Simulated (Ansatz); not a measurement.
**ZnS: pressure series**

The parent structure is ZnS in the wurtzite structure (space group P6_3mc, No. 186).

ZnS has the hexagonal space group P6₃mc (No. 186), the wurtzite structure, Pearson symbol hP4. Lattice parameters: a = b = 3.8451 Å, c = 6.3057 Å, α = β = 90.00°, γ = 120.00°. Zn on 2b has 4 S at 2.357–2.362 Å (tetrahedral). S on 2b is surrounded by 4 Zn at 2.357–2.362 Å (tetrahedral). (Neighbours: up to the widest gap in distance over summed covalent radii, below 1.35, at either atom; cation-cation and far metal-metal contacts left out.)

Cell and atoms are relaxed at each pressure.

Computed with PBE (Ansatz, a first-principles code), without spin-orbit coupling, earlier PAW set.

Candidates:
(a) pressure 1.8 GPa
(b) pressure 45 GPa
(c) pressure 4.2 GPa
(d) pressure 9 GPa
(e) pressure −2 GPa

Before the change:

The band gap is 2.07 eV.

Order them by band gap, lowest first.

(e) pressure −2 GPa (1.94 eV), (a) pressure 1.8 GPa (2.18 eV), (c) pressure 4.2 GPa (2.31 eV), (d) pressure 9 GPa (2.53 eV), (b) pressure 45 GPa (2.72 eV)

Load acts through the strain it causes; cell and atoms are relaxed under it. Whether these cells are dynamically stable was not tested. Tetrahedral semiconductors of this kind turn to denser phases somewhere between about 1 and 50 GPa; those were not computed, so compressed cells here can lie past the real transition.
